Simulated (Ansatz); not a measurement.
The parent structure is an 8-atom supercell of SiC in the wurtzite structure (space group P6_3mc, No. 186; a = 3.076 Å, c = 5.048 Å) at its relaxed geometry.

Level of theory: DFT with PBEsol, PAW potentials and a 420 eV plane-wave cutoff in Ansatz (a first-principles code), spin-orbit coupling left out, earlier PAW set.

For the base:

The mean distance from the defect site to its nearest host atoms comes out as 1.89 Å and the pressure comes out as 0.0 GPa.

Perturbation: one Si atom is replaced by C, atoms relaxed at fixed cell, starting from a slightly rattled geometry.

Task: What does the calculation give for the largest displacement of a host atom from its site in the perfect cell after the change?

Result: The largest displacement of a host atom from its site in the perfect cell is 0.25 Å.

Task: How does this affect the mean distance from the defect site to its nearest host atoms?

Result: The mean distance from the defect site to its nearest host atoms shrinks by 0.183 Å (1.89 Å → 1.70 Å).

Task: What happens to the pressure?

Result: The pressure goes from zero to -23.2 GPa.

The magnetic state is the one reached from the starting moments; the real material's order can differ, and small cells can't hold many antiferromagnetic ones. In so small a cell the defect repeats every few ångströms: this is an ordered compound, not a dilute defect. Seeded moments were not kept for C on a Si site (antisite). The defect cell is spin-polarised and ends with 0.0 μB.
